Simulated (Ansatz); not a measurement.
The parent structure is As in the A7 type structure (space group R-3m, No. 166; a = 3.7454 Å, c = 9.7545 Å (hexagonal axes); layered).

Perturbation: a free-standing slab of 1 layer (2 atoms, 2 a layer) is cut normal to the stacking axis, with 15 Å of vacuum and the in-plane cell relaxed.

Levels (all Ansatz, a program for electronic structure, PAW): PBEsol-D3(BJ) (420 eV, scalar-relativistic without spin-orbit coupling); r2SCAN (500 eV, no SOC); HSE06 (420 eV, without spin-orbit coupling).

At the geometry relaxed with PBEsol-D3(BJ), these levels gave the following band gaps, in shuffled order: (a) 2.05 eV, (b) 1.76 eV, (c) 1.40 eV.

**Question.** Match each gap to its level.

**Answer.** (a) HSE06; (b) r2SCAN; (c) PBEsol-D3(BJ).

Single points use the geometry relaxed with PBEsol-D3(BJ). HSE06 was sampled on its mesh, a few special points and the semilocal edge points, so its gap is an upper bound. Stability against distortions was not tested.
